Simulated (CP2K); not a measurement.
Worked example: self-consistent single point of TePb2Se (R3m, 4 atoms in the cell) in CP2K.

Computed with LDA (Pade form), GPW, TZVP-MOLOPT-SR-GTH basis, GTH-PADE potentials (GTH_POTENTIALS) (CP2K).

```
TePb2Se
1.0
    7.74151     0.00000     0.00000
    6.45001     4.28116     0.00000
    6.45001     1.94578     3.81344
Te Pb Se
1 2 1
Direct
  0.50228   0.50228   0.50228
  0.74470   0.74470   0.74470
  0.25530   0.25530   0.25530
  0.00000   0.00000   0.00000
```

Reference input (self-consistent single point, DFT LDA (Pade form), GPW, TZVP-MOLOPT-SR-GTH basis, GTH-PADE potentials (GTH_POTENTIALS)): CUTOFF = 400 Ry; REL_CUTOFF = 40 Ry; KPOINTS/SCHEME = MONKHORST-PACK 3 3 3; XC_FUNCTIONAL = PADE; Te/BASIS_SET = TZVP-MOLOPT-SR-GTH-q6; Te/POTENTIAL = GTH-PADE-q6; Pb/BASIS_SET = TZVP-MOLOPT-SR-GTH-q4; Pb/POTENTIAL = GTH-PADE-q4; Se/BASIS_SET = TZVP-MOLOPT-SR-GTH-q6; Se/POTENTIAL = GTH-PADE-q6; METHOD = GPW; EPS_DEFAULT = 1e-11. This run's input differs from it in these lines:

```diff
@@ -36,3 +36,4 @@
     &KPOINTS
-      SCHEME MONKHORST-PACK 3 3 3
+      SCHEME MONKHORST-PACK 10 10 10
+      GAMMA_CENTERED T
     &END KPOINTS
```

Output, abridged:

```
 SCF WAVEFUNCTION OPTIMIZATION

  Step     Update method      Time    Convergence         Total energy    Change
     1 NoMix/Diag. 0.20E+00      -     0.54817586       -25.0733694029 -2.51E+01
     2 Broy./Diag. 0.20E+00      -     0.09948407       -24.9739881419  9.94E-02
     3 Broy./Diag. 0.20E+00      -     0.38441099       -25.0328371874 -5.88E-02
     4 Broy./Diag. 0.20E+00      -     0.05012200       -25.2060117829 -1.73E-01
     5 Broy./Diag. 0.20E+00      -     0.10475073       -25.1098741373  9.61E-02
     6 Broy./Diag. 0.20E+00      -     0.00494324       -25.1030987534  6.78E-03
   [... 6 lines left out ...]
    13 Broy./Diag. 0.20E+00      -     0.00005092       -25.0820062214  1.69E-05
    14 Broy./Diag. 0.20E+00      -     0.00000215       -25.0820071178 -8.96E-07
    15 Broy./Diag. 0.20E+00      -     0.00000640       -25.0819999209  7.20E-06
    16 Broy./Diag. 0.20E+00      -     0.00000059       -25.0820011921 -1.27E-06
  *** SCF run converged in    16 steps ***

  Overlap energy of the core charge distribution:               0.00000000001929
  Self energy of the core charge distribution:                -52.19283796865764
  Core Hamiltonian energy:                                     10.69993824497805
  Hartree energy:                                              22.22292130305587
  Exchange-correlation energy:                                 -5.81202277146214

  Total energy:                                               -25.08200119206657

                     Mulliken Population Analysis

 #  Atom  Element  Kind  Atomic population                           Net charge
       1     Te       1          6.528843                             -0.528843
       2     Pb       2          3.380743                              0.619257
   [... lines left out ...]

 STRESS| Analytical stress tensor [bar]
 STRESS|                        x                   y                   z
 STRESS|      x       -2.88229850578E+04   5.78659070140E+01   3.54237096982E+01
 STRESS|      y        5.78659070140E+01  -2.89971101217E+04   1.06731669214E+01
 STRESS|      z        3.54237096982E+01   1.06731669214E+01  -2.90080918272E+04
 STRESS| 1/3 Trace                                            -2.89427290022E+04
```

The run converged in 16 iterations. Against the reference run the free energy goes down by 2.8 meV/atom, the pressure stays near -2.89 GPa while the xx stress (positive for compression) goes from -3.43 to -2.88 GPa, the largest force goes from 0.150 to 0.127 eV/Å and the gap on the mesh goes from 0.581 to 0.502 eV.

The starting cell comes from a database of computed structures (which also holds hypothetical and non-ambient phases and stackings), without a prior relaxation at this level. Its lattice was rescaled by up to half a per cent. One atom was moved a little off its site on purpose. Spin-orbit coupling is off. Values carry the incompleteness of an atom-centred basis.

Cost on one core of a shared machine: roughly 2 min.
